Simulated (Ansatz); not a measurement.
BBi (model structure, started from the alpha GeTe type, Fm-3m, No. 225, 2 atoms in the cell)

These are PBE (plane waves, PAW; Ansatz, a program for electronic structure) values and carry that method's errors.

Run with plane-wave cutoff 500 eV, 14×14×14 k mesh, Fermi–Dirac smearing 0.05 eV, scalar-relativistic PAW data made under PBE.

Cell (relaxed at this level):

```
BiB
1.0
    1.86582     1.07723     3.04686
   -1.86582     1.07723     3.04686
    0.00000    -2.15446     3.04686
B Bi
1 1
Direct
  0.75000   0.75000   0.75000
  0.25000   0.25000   0.25000
```

```json
{
 "band_gap": "none"
}
```

Note: the relaxation could raise the start's symmetry but not lower it, so the cell can be a saddle point.

Spin–orbit coupling is not included; it can shift volumes and moduli of such heavy elements.

It cost about 110 core-seconds (a rough figure) of CPU time.

A model structure was made by putting elements into a prototype or built by hand; it is no filed structure, need not be a known phase, and can be a saddle point held by its symmetry.
